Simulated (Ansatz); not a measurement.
Ansatz (a first-principles code) is run on a sheet of P (2 atoms in the cell), and the run fails. The aim is a self-consistent single point with DFT, LDA (PW92), plane waves, default PAW files made with PBE.

Cell that was meant: a = 3.7066 Å, b = 3.7066 Å, c = 14.0000 Å, α = 90.00°, β = 90.00°, γ = 120.00°.

Part of the input:

Ansatz 0.2 input:
```yaml
    kind: paw
scf:
  occupations:
    method: mp
    width: 0.05 eV
output:
  forces: true
```

Output (repeated stretches shortened):

```
Error: YAML parse error: error: line 18 column 13: unknown occupation method `mp` (expected fermi_dirac | gaussian | methfessel_paxton | cold | fixed | tetrahedron | tetrahedron_uncorrected | explicit)
  --> <input>:18:13
   |
16 | scf:
17 |   occupations:
18 |     method: mp
   |             ^ unknown occupation method `mp` (expected fermi_dirac | gaussian | methfessel_paxton | cold | fixed | tetrahedron | tetrahedron_uncorrected | explicit)
19 |     width: 0.05 eV
20 | output:
   |
```

Q: From the messages shown, name the fault and mend the input.

A: The fault is a value that the program does not know. The key takes a closed list of words, and names differ between codes. To fix it, use one of the words that the key accepts. The program stopped before any SCF iteration.

An input that runs soundly differs in these lines (not the only fix; some lines may just follow from the change or write a value another way):
```diff
-    method: mp
+    method: fermi_dirac
```

With that input, the run converged in 6 iterations: free energy E − TS (on the zero of these files) -1450.1949 eV; Fermi level (on the code's own zero) -1.93 eV; pressure averaged over the cell with its vacuum 0.60 GPa (DFT, LDA (PW92), plane waves, default PAW files made with PBE).

On the sound input: the starting cell was generated: these elements placed on a structure prototype, without a prior relaxation; it need not be a known phase or ordering of this composition. Without a gap this mesh is coarse (it stands for a supercell whose shortest in-plane vector is 19 Å).
